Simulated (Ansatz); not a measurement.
GaN under load (space group P6_3mc), r2SCAN with spin-orbit coupling, rigid bands (Ansatz, an electronic-structure program). Condition of this run: hydrostatic pressure of 24 GPa (compression positive) (the target of the relaxation). Band gap 3.05 eV, N_c = 2.66e18 cm⁻³ and N_v = 8.15e19 cm⁻³ at 300 K, conductivity masses along z (a = (3.08, 0.00, 0.00) Å; b = (-1.54, 2.66, 0.00) Å; c = (0.00, 0.00, 5.01) Å) of 0.220 mₑ (electrons) and 1.76 mₑ (holes). Take k_BT = 0.02585 eV.

Q: Find the intrinsic carrier density and the intrinsic Fermi level.

A: n_i = √(N_c N_v) exp(−E_g/2k_BT) = 1.47e19 × exp(−58.99) = 3.5e-7 cm⁻³. The level lies (k_BT/2) ln(N_v/N_c) = 44 meV from mid-gap (positive towards the conduction band). Each 0.1 eV added to the gap lowers n_i by a factor of 6.9.

Q: What thermal injection velocity √(2k_BT/πm) limits a ballistic channel along the direction named?

A: 1.15e7 cm/s for electrons and 4.06e6 cm/s for holes, a ratio of √(m_h/m_e) = 2.83, for dilute carriers.

Q: A film of it is 3 nm thick, with its normal along the direction named. Estimate the confinement energies in an infinite well.

A: ħ²π²/(2m t²) = 0.376 eV·nm²/(m/mₑ × t²) gives 190 meV for electrons and 23.7 meV for holes, so the gap would widen to about 3.26 eV. Finite barriers and nonparabolic bands lower this, and with several valleys or bands the heaviest mass along the normal sets the lowest level, not this average.

Rigid bands with the computed gap; masses take one relaxation time for all states. Geometry: cell and atoms relaxed with PBEsol.
